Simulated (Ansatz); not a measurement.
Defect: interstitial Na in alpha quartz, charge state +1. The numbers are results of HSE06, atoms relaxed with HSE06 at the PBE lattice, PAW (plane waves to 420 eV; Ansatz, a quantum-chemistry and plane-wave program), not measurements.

243-site cell at the relaxed PBE lattice, the Γ point alone, smearing 0.01 eV, spin-restricted, no finite-size correction. No zero-point or tunnelling terms. The charge state is imposed; whether it is stable for some Fermi level was not computed. Sites that were not tried may lie lower.

The step: a concerted move, in which Na travels most; the atom moves 1.84 Å along (0.04, 0.02, -0.33) of the unit cell; the moving atom starts with neighbours 2 O at 2.18, O at 2.42, O at 2.43, 2 O at 2.46 Å and ends with 2 O at 2.18, O at 2.42, O at 2.43, 2 O at 2.46 Å.

### Question
Estimate the migration barrier of this step that HSE06, atoms relaxed with HSE06 at the PBE lattice, PAW returns for this input.

### Answer
0.11 eV, the same both ways. At the saddle the moving atom has neighbours 2 O at 2.19, 2 O at 2.21; Si at 2.78, Si at 2.81 Å. The saddle point's order was not checked, and it lies on a symmetry element of the cell, where a band can be held.
